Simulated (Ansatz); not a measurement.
The parent structure is Ga2O3 in the corundum structure (space group R-3c, No. 167; a = 5.0003 Å, c = 13.4487 Å (hexagonal axes)). Axes: x lies along a and z along c of the hexagonal cell.

Computed with PBEsol (Ansatz, an electronic-structure program, PAW, no spin-orbit coupling).

Before the change:

| Quantity | Value |
|---|---|
| Smallest direct gap | 2.95 eV |

One thing is altered: tensile biaxial strain of 2.06 % in the plane normal to [001], as in epitaxy on a mismatched substrate; the out-of-plane cell vector and the atoms relax.

Predict the new smallest direct gap and ratio −ε⊥/ε∥.

The smallest direct gap falls by 0.44 eV, from 2.95 eV to 2.51 eV; the ratio −ε⊥/ε∥ comes out as 0.73.

Stability against distortions was not tested.
